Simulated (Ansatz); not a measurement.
The reference is Ta in the bcc (W type) structure (space group Im-3m, No. 229; a = 3.306 Å; relaxed with 0.1 eV smearing). Axes: x, y, z lie along the cube axes.

Structures relaxed with Ansatz (a quantum-chemistry and plane-wave program) r2SCAN, spin-orbit coupling left out.

Base:

Simulated powder pattern, Co Kα, λ = 1.79026 Å (kinematic, ideal powder, no thermal factors, no anomalous dispersion; the 14 strongest lines at most, above 2 %, up to 2θ = 90°):

```
2θ (°)  I/Imax (%)    hkl
------  ----------  -----
45.03          100  (110)
65.57           17  (200)
83.09           38  (211)
```

Modification: compressive biaxial strain of 1.67 % in the plane normal to [111], as in epitaxy on a mismatched substrate; the out-of-plane cell vector and the atoms relax.

After the change:

Simulated powder pattern, Co Kα, λ = 1.79026 Å (kinematic, ideal powder, no thermal factors, no anomalous dispersion; the 14 strongest lines at most, above 2 %, up to 2θ = 90°):

```tsv
2θ (°)	d (Å)	I/Imax (%)	hkl
44.77	2.350	100	(110)
45.83	2.299	94	(1 0 -1)
66.00	1.643	34	(200)
81.78	1.367	19	(211)
84.06	1.337	37	(2 1 -1)
84.83	1.327	18	(1 1 -2)
```

The indices refer to the base's conventional cell; one index is shown for lines that coincide. The space group is now R-3m (No. 166).

No phonon test of stability was made. All final runs are without spin polarisation.
